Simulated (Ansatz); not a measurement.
# SnC (model structure, started from the zincblende type, F-43m, No. 216, 2 atoms in the cell)

The numbers are results of PBE (Ansatz, a program for electronic structure, PAW), not measurements.

Run with plane-wave cutoff 520 eV, 12×12×12 k mesh, Fermi–Dirac smearing 0.01 eV, scalar-relativistic PAW data made under PBE.

Cell (relaxed with PBEsol):

```cif
data_CSn
_chemical_formula_sum 'C1 Sn1'
_space_group_name_H-M_alt 'P 1'
_space_group_IT_number 1
_cell_length_a 3.55958
_cell_length_b 3.55958
_cell_length_c 3.55958
_cell_angle_alpha 60.000
_cell_angle_beta 60.000
_cell_angle_gamma 60.000
loop_
_space_group_symop_operation_xyz
  'x, y, z'
loop_
_atom_site_label
_atom_site_type_symbol
_atom_site_fract_x
_atom_site_fract_y
_atom_site_fract_z
_atom_site_occupancy
C1 C 0.75000 0.75000 0.75000 1
Sn1 Sn 0.00000 0.00000 0.00000 1
```

For SnC (model structure, started from the zincblende type, F-43m, No. 216, 2 atoms in the cell), the band gap is 0.80 eV.

Note: the relaxation could raise the start's symmetry but not lower it, so the cell can be a saddle point; cell and atoms aren't relaxed at this level (pressure 4.2 GPa).

Spin–orbit coupling is not included.

Computed values are for the static lattice.

The result took roughly 9 core-seconds.

A model structure was made by putting elements into a prototype or built by hand; it is no filed structure, need not be a known phase, and can be a saddle point held by its symmetry.
